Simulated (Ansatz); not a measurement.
**PtCl2 (within 0.1 Å of Immm, No. 71, 6 atoms in the cell; start mp-1219748; a measured phase of this formula has another space group): smallest direct gap on the k points sampled by level of theory**

No measured value is used here.

```csv
level (code),value (eV)
LDA (Ansatz),0.67
PBEsol+SOC (Ansatz),0.68
dielectric-dependent PBEsol hybrid (Ansatz),…
HSE06+SOC (Ansatz),2.34
PBE0 (Ansatz),3.15
```

Question: Fill in the missing entries.

Answer: 
- dielectric-dependent PBEsol hybrid (Ansatz, a first-principles code), value (eV): 2.48

At these levels the smallest gap is indirect and lower: LDA 0.48, PBEsol+SOC 0.59, dielectric-dependent PBEsol hybrid 2.31, HSE06+SOC 2.24, PBE0 3.00 eV. Computed values are for a static lattice. Spin–orbit coupling is included only where a level's name says +SOC; with heavier elements it mostly lowers gaps and can invert bands.  Values are at the PBE-D3(BJ) cell. Cutoffs and k meshes differ between the levels. Ansatz's density-functional and Hartree–Fock values are scalar-relativistic unless marked +SOC, with PAW data made under PBE.

A start named mp-… is a Materials Project structure, which need not be a measured phase.
